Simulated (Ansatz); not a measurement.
A periodic model of amorphous Si24O48Mo:

```xyz
73
Lattice="10.0092 0.2669 -0.0388 0.2737 10.7130 0.0980 -0.0358 0.0935 10.3092" Properties=species:S:1:pos:R:3 pbc="T T T"
Si     4.6911     5.2859     2.7558
Si     8.6219     4.6374    10.1262
Si     5.3797    10.4543     3.4807
Si     1.8164     9.9601     7.1454
Si     8.0919     7.6015     6.1600
Si     4.5998     3.4550     5.2919
Si     9.8690     5.2266     5.3579
Si     2.9145     7.2728     1.0791
Si     5.9197     0.3340     0.5350
Si     5.7655     3.4727     0.3744
Si     9.0423     5.4684     2.5888
Si     9.7944     1.2566     3.4344
Si     9.0871    10.4563     5.8427
Si     4.7975     5.0361     8.1109
Si     3.6246     7.5831     7.1881
Si     5.0450     8.8433     9.4845
Si     0.5754     7.6946     1.3805
Si     7.1984     6.8845     8.9300
Si     9.9713     3.8300     7.2776
Si     5.4090     7.5032     4.7128
Si     2.6276     1.0698     4.6532
Si     7.1985     1.8020     4.6720
Si     1.0773     1.3522     8.9399
Si     9.4327    10.8260     0.6566
O      0.1973     4.7408     3.8295
O      2.0079     8.2084     2.0982
O      9.7400     0.9875     9.5941
O      3.5328     5.9300     1.7705
O      3.4682     2.2841     5.3596
O      3.9012     8.1544     0.1558
O      4.1565     4.4314     4.0418
O      9.7805     0.8521     1.8698
O      9.8389    10.6054     4.4006
O      8.1578     9.1482     5.7283
O      5.4164    10.4132     9.6747
O      9.6275     7.0365     2.2207
O      6.2463     5.7749     8.1945
O      8.1571     6.1863    10.0296
O      8.4943     2.2387     3.7394
O      8.8480     4.0774     6.0747
O      5.4356     6.5993     3.3541
O      2.2000     8.3638     7.2142
O      4.6917     4.1483     9.5088
O      4.6811     8.6148     7.9096
O      5.4481     9.0576     4.2900
O      1.8647     2.3985     9.8798
O      1.0238     4.6258     6.5661
O      6.3729     7.9638     9.8078
O      1.5160     6.6906     0.3101
O      2.2398    10.7729     8.5073
O      6.1494     2.9845     5.0353
O      6.3180     0.6996     3.8584
O     10.1976    10.2662     7.0025
O      4.6384     4.1514     6.7680
O      4.0878     7.2571     5.6556
O      3.6312     0.4087     3.5505
O      9.3258     6.7540     5.5452
O      2.5466    10.6473     5.8626
O      6.6902     7.0315     5.5825
O      8.1233     7.5494     7.7859
O      7.5380     0.2320     0.4738
O      9.8286     9.2261     0.6580
O      9.8010     4.5111     1.0253
O      1.2516     1.5979     3.9147
O      7.8411     1.0477     5.9915
O      5.5275     4.2993     1.7630
O      5.6237    10.1982     1.8991
O      5.4494     1.8966     0.5923
O      7.3105     3.6802    10.2747
O      0.5825     2.0859     7.5237
O      9.4009     4.2757     8.7401
O      3.6134     6.1849     8.0722
Mo     1.7175     4.2246     0.1478
```

Level of theory: PBE, scalar-relativistic without spin-orbit coupling (plane waves to 420 eV, PAW; Ansatz, an electronic-structure program). The usual formal charges leave 6 electrons over, so the level spacing at the Fermi energy parts defect or band states and needn't be the band gap. In the spin-polarised cell the level spacing at the Fermi energy can part levels of unlike spin.

Preparation: random packing, a CHGNet melt and quench, and a DFT relaxation. O atoms were pushed apart under 1.9 Å during the dynamics, to hinder bonds among them. The hot cell started wider than the set density and was brought back towards it in steps. It is the lowest in DFT energy of 2 quenches. It is a model cell: composition and starting density were chosen by hand, and all elements were melted together. No dispersion term was used. Its density started from a set value of 2.31 and ended at 2.31 g/cm³. The simulated quench (nominally 320 K/ps over its main leg) is rapid and tends to freeze in more defects than a deposited or slowly cooled glass has. One small periodic cell is one sample of the glass; other quenches scatter about these values. The volume was held where the preparation left it and the shape relaxed, at a PBE pressure of -0.2 GPa (tension).

Cut-offs for bonds: Si-Si 2.60 Å, Si-O 2.10 Å, Si-Mo 2.74 Å, O-O 1.58 Å, O-Mo 2.42 Å, Mo-Mo 3.04 Å. Two cations that share two anions don't count as bonded, nor two that share one unless they lie closer than Si-Si 2.38 Å, Si-Mo 2.66 Å, Mo-Mo 2.95 Å.

Problem. Give the coordination numbers, mean bond lengths and angles.

Solution. 
* **Mean coordination of Si by anions**: 3.96 (1 with 3, 23 with 4)
* **Mean coordination of O**: 2.02 (47 with 2, 1 with 3)
* **Mean coordination of Mo by anions**: 2.00 (1 with 2)
* **Mean Si-O bond**: 1.642 Å (spread 0.043 Å, 95 counted)
* **Mean O-Mo bond**: 2.073 Å (spread 0.060 Å, 2 counted)
* **Bond angle at Si**: mean 109.2°, spread 5.3°
* **Bond angle at O**: mean 137.1°, spread 20.3°

Problem. Which atoms depart from the most common coordination of their element?

Solution. Si11 has 3 (O36 1.71 Å, O25 1.74 Å, O63 1.98 Å); O63 has 3 (Si2 1.66 Å, Si11 1.98 Å, Mo73 2.13 Å).

Problem. List the pairs of like atoms that count as bonded by the rules above.

Solution. There are none by these rules.
